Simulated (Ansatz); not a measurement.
Al vacancy + O on the N site (V_Al+O_N) (wurtzite AlN host)

These are PBE, PAW (plane waves to 420 eV; Ansatz, a program for electronic structure) values and carry that method's errors. Cell: 192 sites, 4×2×3 repeats of a cell of 8 atoms; final energies on a 2×2×1 shifted mesh. Sites at the start: the Al site; N 1.90 Å away. Charged cells carry a point-charge image correction with potential alignment at far atoms. Dielectric constants: PBE linear response of the host. Host gap at this level: 4.03 eV. A cell of this size leaves errors of a few tenths of an eV. Levels are measured in PBE's own, too narrow, gap. Spin–orbit coupling is left out. Each state is the lowest found from its start.

Formation energies E_f are given with the Fermi level at the valence-band maximum. Chemical conditions: Al-rich (Δμ(Al) = 0.00 eV, Δμ(N) = -2.74 eV, Δμ(O) = -4.96 eV, bounded by corundum; only phases computed here count, gases as isolated molecules at 0 K); N-rich (Δμ(Al) = -2.74 eV, Δμ(N) = 0.00 eV, Δμ(O) = -3.14 eV, bounded by corundum; only phases computed here count, gases as isolated molecules at 0 K). Reference phases: Al: fcc Al, N: N2 molecule in a box, O: O2 molecule in a box.

The name describes the start; the neighbours show where the atoms ended.

Charges with a result: +1, 0, −1, −2. Others weren't obtained, and one of them could lie lower, also by skipping a charge.

| charge | moment (μB) | largest move off a lattice site (Å) | neighbours of the last O atom of the defect at the end (Å) | image correction with alignment (eV) | E_f, Al-rich (eV) | E_f, N-rich (eV) | above the lowest spin state (eV) |
|---|---|---|---|---|---|---|---|
| +1† | 3.0 | 0.29 | Al 1.84, Al 1.84, Al 1.86 | 0.06 | – | – | 0.00 |
| +1† | 3.0 | 0.29 | Al 1.84, Al 1.84, Al 1.86 | 0.06 | – | – | 0.00 |
| 0 | 2.0 | 0.28 | Al 1.83, Al 1.83, Al 1.85, N 2.92, N 2.92, N 2.95, N 2.95 | 0.00 | 6.40 | 4.58 | 0.00 |
| 0 | not spin-polarised | 0.28 | Al 1.83, Al 1.83, Al 1.85, N 2.92, N 2.92, N 2.95, N 2.95 | 0.00 | 6.87 | 5.05 | 0.47 |
| −1 | 1.0 | 0.29 | Al 1.83, Al 1.83, Al 1.84, N 2.91, N 2.91, N 2.94, N 2.94 | 0.27 | 7.54 | 5.72 | 0.00 |
| −1 | 1.0 | 0.29 | Al 1.83, Al 1.83, Al 1.84, N 2.91, N 2.91, N 2.94, N 2.94 | 0.27 | 7.54 | 5.72 | 0.00 |
| −2 | 0.0 | 0.37 | Al 1.83, Al 1.83, Al 1.84, N 2.90, N 2.90, N 2.94, N 2.94 | 0.86 | 9.26 | 7.44 | 0.00 |
| −2 | not spin-polarised | 0.37 | Al 1.83, Al 1.83, Al 1.84, N 2.90, N 2.90, N 2.94, N 2.94 | 0.86 | 9.26 | 7.44 | 0.00 |

† Not settled in this cell, so no level is given: charge +1: level within 0.1 eV of a band edge or past it.

Starting moments that weren't kept: charge +1 began with 1 μB and ended with 3.0; charge −1 began with 3 μB and ended with 1.0; charge −2 began with 2 μB and ended with 0.0.

Transition levels above the valence-band maximum: ε(0/−1) = 1.14 eV; ε(−1/−2) = 1.72 eV. On the lower envelope of the bound states, inside the gap: (0/−1) at 1.14 eV; (−1/−2) at 1.72 eV.

Flagged in the runs: a host whose relaxation on this sampling wasn't shown to rest.

All states together cost around 6 core-hours (rough).
